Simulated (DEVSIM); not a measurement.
Structure: Mo/SiO2/p-Si capacitor, at 300 K.

```
layer (left to right)  material  thickness (nm)  Na (cm⁻³)
---------------------  --------  --------------  ---------
1                          SiO2            5.90          -
2                            Si           17000     1.1e15
```

Metal gate on the left, work function 4.6 eV. Fixed charge at the semiconductor interface -1.2e10 cm⁻² (in units of +e); no interface traps.

This is a model device: material constants are rounded textbook-type values typed into the input, and sizes, dopings and lifetimes were drawn at random. Values at 300 K.

```csv
parameter,SiO2,Si
gap (eV),9,1.124
affinity (eV),0.9,4.05
permittivity,3.9,11.7
Nc (cm⁻³),-,2.86e19
Nv (cm⁻³),-,3.1e19
```

DEVSIM, 1D Poisson equation in equilibrium, Boltzmann statistics, complete ionisation; no quantum confinement or tunnelling. Metal contacts follow the ideal Schottky-Mott rule: no Fermi-level pinning, no interface dipoles.

The interface trap density was swept, all else fixed.

```json
[
 {"interface trap density (cm^-2 eV^-1)": "0", "flat-band voltage (V)": "-0.31", "minimum of the low-frequency capacitance (μF/cm²)": "0.0139", "threshold voltage (band bending 2φF) (V)": "0.32"},
 {"interface trap density (cm^-2 eV^-1)": "1e10", "flat-band voltage (V)": "-0.31", "minimum of the low-frequency capacitance (μF/cm²)": "0.0155", "threshold voltage (band bending 2φF) (V)": "0.32"},
 {"interface trap density (cm^-2 eV^-1)": "1e11", "flat-band voltage (V)": "-0.32", "minimum of the low-frequency capacitance (μF/cm²)": "0.0288", "threshold voltage (band bending 2φF) (V)": "0.32"},
 {"interface trap density (cm^-2 eV^-1)": "3e11", "flat-band voltage (V)": "-0.35", "minimum of the low-frequency capacitance (μF/cm²)": "0.0563", "threshold voltage (band bending 2φF) (V)": "0.32"},
 {"interface trap density (cm^-2 eV^-1)": "1e12", "flat-band voltage (V)": "-0.45", "minimum of the low-frequency capacitance (μF/cm²)": "0.134", "threshold voltage (band bending 2φF) (V)": "0.34"},
 {"interface trap density (cm^-2 eV^-1)": "2e12", "flat-band voltage (V)": "-0.59", "minimum of the low-frequency capacitance (μF/cm²)": "0.213", "threshold voltage (band bending 2φF) (V)": "0.36"}
]
```

From the first row to the last the flat-band voltage goes from -0.31 to -0.59. From the first row to the last the minimum of the low-frequency capacitance goes from 0.0139 to 0.213.
